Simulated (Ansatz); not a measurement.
A self-consistent single point of LuNiGe2 (Cmcm, 8 atoms in the cell) with Ansatz (an electronic-structure program).

Method: LDA (PW92), PAW files made with PBE (plane waves; Ansatz).

```
CELL_PARAMETERS angstrom
      1.96018    -8.35961     0.00000
      1.96018     8.35961     0.00000
      0.00000     0.00000     4.02643
ATOMIC_POSITIONS crystal
  Lu 0.89204 0.10796 0.25000
  Lu 0.10796 0.89204 0.75000
  Ni 0.67516 0.32484 0.25000
  Ni 0.32484 0.67516 0.75000
  Ge 0.54140 0.45860 0.25000
  Ge 0.45860 0.54140 0.75000
  Ge 0.25185 0.74815 0.25000
  Ge 0.74815 0.25185 0.75000
```

Reference input (self-consistent single point, DFT, LDA (PW92), plane waves, PAW files made with PBE): kpoints.mp_grid.grid = 7 7 7; hamiltonian.xc = lda; hamiltonian.pseudopotentials = {kind: paw} (the program's default PAW files); scf.occupations.method = cold; scf.occupations.width = 0.05 eV. This run's input differs from it in these lines:

Ansatz 0.2 input:
```diff
@@ -16,3 +16,3 @@
 kpoints:
-  mp_grid: { grid: [7, 7, 7] }
+  mp_grid: { grid: [14, 14, 13] }
 hamiltonian:
```

The program printed (abridged):

```
SCF iter   1: F=—  HF=-57405.338648 eV  |F-HF|=—  |Δ(HF+E_count)|=         —  Δρ=6.47e-2  dr2=1.19e1  ethr=3.10e-3  ⟨swp⟩=5.4  Hψ=148325  notcnv=0  defer=301
all-band conjugate gradients solve this SCF's bands
preconditioner: auto → Kerker (q_TF=auto, 2.762 Å⁻¹)
SCF iter   2: F=—  HF=-57403.432467 eV  |F-HF|=—  |Δ(HF+E_count)|=    1.91e0  S|Δr|=    0.00e0  Δρ=3.34e-2  dr2=4.58e0  ethr=3.10e-3  ⟨swp⟩=3.2  Hψ=66719  notcnv=0  defer=3387
   [... lines left out ...]
SCF iter  13: F=—  HF=-57402.148961 eV  |F-HF|=—  |Δ(HF+E_count)|=   1.02e-6  S|Δr|=    0.00e0  Δρ=1.61e-5  dr2=5.24e-7  ethr=9.61e-10  ⟨swp⟩=3.0  Hψ=78937  notcnv=0  defer=3455
SCF iter  14: F=—  HF=-57402.148960 eV  |F-HF|=—  |Δ(HF+E_count)|=   4.63e-7  S|Δr|=    0.00e0  Δρ=1.02e-5  dr2=2.19e-7  ethr=3.69e-10  ⟨swp⟩=3.0  Hψ=63052  notcnv=0  defer=3455
SCF iter  15: F=-57402.148960 eV  HF=-57402.148960 eV  |F-HF|=2.65e-8  |Δ(HF+E_count)|=   5.67e-8  S|Δr|=    0.00e0  Δρ=3.47e-6  dr2=3.23e-8  ethr=7.04e-11  ⟨swp⟩=15.4  Hψ=248286  notcnv=0
SCF 1 converged in 15 iterations: F = -57402.148960 eV  dr2 = 3.23e-8
Stability not checked (fill_not_monotonic)
Free energy (F): -57402.148960 eV
Internal energy: -57402.149303 eV  (E = F + TS)
E sigma→0 (E₀):  -57402.149075 eV
Entropy (-TS):   0.000343 eV (0.043 meV/atom)
Fermi energy:    15.507264 eV
--- Forces (eV/Å), atoms counted from 1 ---
  atom   1  Lu    -0.00000000    -0.04928092    -0.00000000
  atom   2  Lu     0.00000000     0.04928092     0.00000000
  atom   3  Ni    -0.00000000    -0.04065506     0.00000000
  atom   4  Ni     0.00000000     0.04065506    -0.00000000
   [... lines left out ...]
  atom   8  Ge     0.00000000     0.01255062     0.00000000
--- Stress (GPa, compression-positive) ---
       -2.860314       0.000000       0.000000
        0.000000      -2.629942       0.000000
        0.000000       0.000000      -2.146952
  P = ⅓ Tr σ = -2.5457 GPa (-25.457 kbar)
  The stress holds the Pulay correction. Without it, at fixed plane waves, as pw.x and ABINIT print it: P = -2.6213 GPa
```

The run converged in 15 iterations. Against the reference run the free energy stays essentially unchanged (within 1 meV/atom), the pressure stays near -2.55 GPa while the zz stress (positive for compression) goes from -2.72 to -2.15 GPa and the largest force goes from 0.043 to 0.089 eV/Å.

The starting cell comes from a database of computed structures (which also holds hypothetical and non-ambient phases and stackings), without a prior relaxation at this level. Spin polarisation is off. Ansatz's pressure includes its estimate of the finite-basis (Pulay) stress.

Cost on one core of a shared machine: roughly 4 min.
